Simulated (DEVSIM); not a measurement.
DEVSIM, 1D drift-diffusion, Boltzmann statistics, complete ionisation; no tunnelling, impact ionisation, image-force lowering or self-heating.

System: abrupt Si p-n junction, at 250 K.

```csv
layer (left to right),material,thickness (μm),Nd (cm⁻³),Na (cm⁻³),τn (s),τp (s)
1,Si,0.900,-,6.4e15,1.7e-7,1.7e-7
2,Si,76.0,4.2e14,-,1.7e-7,1.7e-7
```

Left contact: ohmic. Right contact: ohmic. Voltage is applied to the left contact. Recombination: SRH at mid-gap. Mobility is μmin + (μ − μmin)/(1 + (N/Nref)^α).

The device is made up for the run: typed textbook-type constants, with dimensions and the other settings drawn at random. Values at 300 K; Nc and Nv go as T^1.5, mobilities as T to minus their exponent, the gap by Varshni's rule with the affinity fixed. The table also holds parameters that only a changed run uses.

```
parameter               Si
----------------  --------
gap (eV)             1.124
affinity (eV)         4.05
permittivity          11.7
Nc (cm⁻³)          2.86e19
Nv (cm⁻³)           3.1e19
μn (cm²/Vs)           1417
μp (cm²/Vs)            470
μn,min                  52
μp,min                  45
Nref,n              9.7e16
Nref,p              2.2e17
αn                    0.68
αp                    0.72
T exponent of μn       2.3
T exponent of μp       2.2
Cn (cm⁶/s)         2.8e-31
Cp (cm⁶/s)         9.9e-32
Varshni α (eV/K)  0.000473
Varshni β (K)          636
```

One input was changed, with this effect: potential step across the device at zero bias little changed (0.725 V); largest field in the device at zero bias little changed (9200 V/cm); dark forward voltage at 1 A/cm² 0.694 → 0.675 V.

Question: Which change was it?
A) thickness of layer 2 76 → 46 μm
B) minority lifetime in layer 1 1.7e-07 → 5.1e-06 s
C) Auger recombination switched on
D) minority lifetime in layer 2 1.7e-07 → 5.1e-08 s
E) constant mobility in place of the doping-dependent one
F) doping Nd of layer 2 4.2e+14 → 4.2e+15 cm^-3

Answer: A, thickness of layer 2 76 → 46 μm
